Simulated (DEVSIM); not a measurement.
Device: abrupt Ge p-n junction, at 350 K.

Layer 1 from the left is Ge, thickness (μm) 84.0, Na (cm⁻³) 1.4e18, τn (s) 0.00047, τp (s) 0.00047. Layer 2 from the left is Ge, thickness (μm) 34.0, Nd (cm⁻³) 3e15, τn (s) 0.00047, τp (s) 0.00047.

Left contact: ohmic. Right contact: ohmic. Voltage is applied to the left contact. Recombination: SRH at mid-gap, Auger. Mobility is constant in doping.

The device is made up for the run: typed textbook-type constants, with dimensions and the other settings drawn at random. Values at 300 K; Nc and Nv go as T^1.5, mobilities as T to minus their exponent, the gap by Varshni's rule with the affinity fixed.

Ge: gap (eV) 0.664, affinity (eV) 4, permittivity 16, Nc (cm⁻³) 1.04e19, Nv (cm⁻³) 6e18, μn (cm²/Vs) 3900, μp (cm²/Vs) 1900, T exponent of μn 1.66, T exponent of μp 2.33, Cn (cm⁶/s) 1e-31, Cp (cm⁶/s) 1e-31, Varshni α (eV/K) 0.000477, Varshni β (K) 235.

Simulated with DEVSIM: 1D drift-diffusion, Boltzmann statistics, complete ionisation; no tunnelling, impact ionisation, image-force lowering or self-heating.

What does the simulation give for the potential step across the device at zero bias, the largest field in the device at zero bias, the dark forward voltage at 1 A/cm²?

potential step across the device at zero bias 0.341 V; largest field in the device at zero bias 60000 V/cm; dark forward voltage at 1 A/cm² 0.107 V.
